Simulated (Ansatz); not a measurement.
The parent structure is ZnS in the zinc blende structure (space group F-43m, No. 216; a = 5.3891 Å). Axes: x, y, z lie along the cube axes.

Level of theory: r2SCAN/PAW in Ansatz (a program for electronic structure), spin-orbit coupling left out.

Before the change:

| Quantity | Result |
|---|---|
| Band gap | 2.70 eV |
| Valence-band top at Γ | 0.00, 0.00, 0.00 eV |

Now apply this change: compressive biaxial strain of 2.08 % in the plane normal to [111], as in epitaxy on a mismatched substrate; the out-of-plane cell vector and the atoms relax.

**Question.** What happens to the energy relative to the base, band gap and valence-band top at Γ?

**Answer.** The energy grows by 8.9 meV/atom; the band gap grows by 0.032 eV (2.70 eV → 2.74 eV); the valence-band top at Γ (three highest levels, from the VBM) becomes 0.00, 0.00, -0.21 eV (base: 0.00, 0.00, 0.00 eV).

Stability against distortions was not tested.
